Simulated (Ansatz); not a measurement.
Input and output of a relaxation of the atoms for NaNiO2 (Cm, 4 atoms in the cell) (Ansatz, a quantum-chemistry and plane-wave program).

Method: LDA (PW92), default PAW files made with PBE (plane waves; Ansatz).

The change in words: one atom moved by 0.15 angstrom; relax: default → atoms; relax.f_tol: default → 0.02 eV/Å. Reference geometry:
```yaml
crystal:
  lattice:
    - [2.64937, -1.40567, 0.00000]
    - [2.64937, 1.40567, 0.00000]
    - [-1.94969, 0.00000, 5.14410]
  atoms:
    - { symbol: Na, position: [0.50000, 0.50000, 0.50000] }
    - { symbol: Ni, position: [0.00000, 0.00000, 0.00000], spin: 2.0 }
    - { symbol: O, position: [0.28529, 0.28529, 0.80283] }
    - { symbol: O, position: [0.71471, 0.71471, 0.19717] }
```
(The spins are starting values, not results.)

Reference input (self-consistent single point, DFT, LDA (PW92), plane waves, default PAW files made with PBE): basis.ecutwfc = 30.9 Ry; kpoints.mp_grid.grid = 10 10 5; hamiltonian.xc = lda; hamiltonian.pseudopotentials = {kind: paw} (the program's default PAW files); magnetization.spin_polarized = true; scf.occupations.method = fermi_dirac; scf.occupations.width = 0.0015 Ry. This run's input differs from it in these lines:

```diff
@@ -7,3 +7,3 @@
   atoms:
-    - { symbol: Na, position_ang: [1.67452450, 0.00000000, 2.57204850] }
+    - { symbol: Na, position_ang: [1.67452162, -0.00000000, 2.72205037] }
     - { symbol: Ni, position_ang: [0.00000000, 0.00000000, 0.00000000], spin: 2.0 }
@@ -22,2 +22,4 @@
   occupations: { method: fermi_dirac, width: 0.0015 Ry }
+relax:
+  f_tol: 0.02
 output:
```

Output, abridged:

```
   [... SCF lines of the steps left out ...]
relax step   1: F+E_penalty+E_count = -8350.09607168 eV  Δ(F+E_penalty+E_count) = +0.000e0 eV  max|allowed force component| = 8.619e-1 eV/Å  Δτ_max = 0.0000 Å  (12 SCF iters, dr2 threshold 1.00e-5 eV, accepted)
relax step   2: F+E_penalty+E_count = -8350.13618770 eV  Δ(F+E_penalty+E_count) = -4.012e-2 eV  max|allowed force component| = 5.782e-1 eV/Å  Δτ_max = 0.0326 Å  (8 SCF iters, dr2 threshold 4.64e-5 eV, accepted)
relax step   3: F+E_penalty+E_count = -8350.17050384 eV  Δ(F+E_penalty+E_count) = -3.432e-2 eV  max|allowed force component| = 4.936e-2 eV/Å  Δτ_max = 0.0790 Å  (7 SCF iters, dr2 threshold 2.09e-5 eV, accepted)
relax step   4: F+E_penalty+E_count = -8350.17063343 eV  Δ(F+E_penalty+E_count) = -1.296e-4 eV  max|allowed force component| = 2.077e-2 eV/Å  Δτ_max = 0.0046 Å  (8 SCF iters, accepted)
relax step   5: F+E_penalty+E_count = -8350.17065784 eV  Δ(F+E_penalty+E_count) = -2.442e-5 eV  max|allowed force component| = 2.841e-3 eV/Å  Δτ_max = 0.0012 Å  (7 SCF iters, accepted)
the relaxation is at rest under the 2 symmetry operations that the run kept from its start: a minimum is not shown …
the relaxation's final electronic state is not compared with the one that a single-point calculation of its input finds at the relaxed geometry …
Magnetization: 0.9981 μB (19.9990 up, 19.0010 down)
Absolute magnetization: 1.0159 μB (∫|ρ↑−ρ↓|, with the PAW one-centre terms)
Spin contamination: 0.0036 ħ² per cell (⟨S²⟩ above its minimum at these occupations)
   [... lines left out ...]
Free energy (F): -8350.170658 eV
Fermi energy:    10.326117 eV
   [... lines left out ...]
  atoms:
    - { symbol: Na, position: [0.5026885338615258, 0.5026885338615258, 0.5072945897729249] }
    - { symbol: Ni, position: [0.002657111048917043, 0.002657111048917043, 0.007296825664245878] }
    - { symbol: O, position: [0.2892585369951236, 0.2892585369951236, 0.8150453116958002] }
    - { symbol: O, position: [0.7161248185445296, 0.7161248185445296, 0.19952327315473758] }
```

The run converged. 

Summary of the result:
- Free energy E − TS (on the zero of these files): -8350.1707 eV
- Fermi level (on the code's own zero): 10.33 eV
- Pressure: -3.22 GPa
- Largest force (vector length): 0.003 eV/Å
- Size of the cell's spin moment: 1.00 μB
- Relaxation steps: 5

The starting cell comes from a database of computed structures (which also holds hypothetical and non-ambient phases and stackings), without a prior relaxation at this level. Its lattice was rescaled by up to half a per cent. For this run, on top of that: one atom moved by 0.15 angstrom. With one magnetic atom in the cell only a parallel order is possible. Ansatz's pressure includes its estimate of the finite-basis (Pulay) stress. Without the estimate this run gives -4.15 GPa.

Cost on one core of a shared machine: roughly 3 min.

Keys are those of Ansatz 0.2.
